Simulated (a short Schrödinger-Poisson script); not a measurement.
Solved with a short Schrödinger-Poisson script written for these runs: 1D Poisson equation in equilibrium, electrons quantum, Hartree (BenDaniel-Duke, 12 states a valley, the channel's in-plane mass for all, wave functions free to enter the dielectric), parabolic valleys, classical holes, full ionisation, no traps, pinning or gate leakage.

Structure: MOS inversion layer, SiO2 on p-type Si(100), at 300 K.

From the gate side: 3.1 nm SiO2; 1400 nm Si, acceptors 9.3e16 cm⁻³.

Constants are typed, rounded textbook-type inputs, not results; the design itself was drawn at random and stands for no fabricated device. SiO2: permittivity 3.9, conduction-band edge (eV) 3.15, gap (eV) 9, electron mass (mₑ) 0.5. Si: permittivity 11.7, conduction-band edge (eV) 0, gap (eV) 1.124, Nv at 300 K (cm⁻³) 3.1e19.

Channel valleys (confinement mass, in-plane density-of-states mass, number): Δ2 0.916, 0.19, 2; Δ4 0.19, 0.417, 4. At the gate the conduction-band edge of layer 1 lies 3.71 eV − eVg above the Fermi level of the channel; the field vanishes at the back. Gaps are held at their typed values at every temperature. Mesh 0.03 nm at interfaces.

Question: Give the sheet density of all electrons at Vg = 2.2 V (cm⁻²); the centroid of the channel electrons at Vg = 2.2 V (nm); the gate voltage at 1e11 electrons/cm² (V).

Answer: sheet density of all electrons at Vg = 2.2 V (cm⁻²): 8.83e12; centroid of the channel electrons at Vg = 2.2 V (nm): 1.66; gate voltage at 1e11 electrons/cm² (V): 0.66.
